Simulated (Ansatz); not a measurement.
CH3 on the 1x1 (110) surface of bcc Nb, one in a 2x2 cell, started at the site 'bridge Nb-Nb (span 2.9 Å)'

Method: r2SCAN, at the PBE geometry (plane waves to 500 eV, PAW; Ansatz, a program for electronic structure).

Model: 20-atom slab, 6.8 Å thick at the start under the adsorbate (thin: gaps and levels are the slab's own), 5x5x1 mesh, Fermi-Dirac 0.1 eV, dipole correction, single point; no symmetry held, on the structure that PBE left; no spin, no spin-orbit, no U, no dispersion correction. At the end it is bonded to 3 Nb. In PBE it is, or lies within 0.03 eV of, the lowest of the starts that converged; the order may differ at this level.

```
Quantity                                                                                                                                         Result
--------------------------------------------------------------------------------------  ---------------------------------------------------------------
adsorption energy against CH4(g) − ½ H2(g) at the same level                                                                                   -0.25 eV
work function of the top face                                                                                                                   3.68 eV
change of the work function                                                                                                                    -0.87 eV
change of the step from the bottom to the top vacuum level, against the clean slab                                                             -0.87 eV
height of the binding atom over the mean of the host atoms within 0.3 Å of the top one                                                         174.3 pm
nearest host atoms of the binding atom                                                                         Nb at 2.46 Å, Nb at 2.46 Å, Nb at 2.46 Å
note                                                                                    in the relaxation the adsorbate left its starting site by 1.0 Å
cost                                                                                                                        very roughly 4 core-minutes
```

A negative adsorption energy means that the adsorbate is more stable on the surface than in its reference.
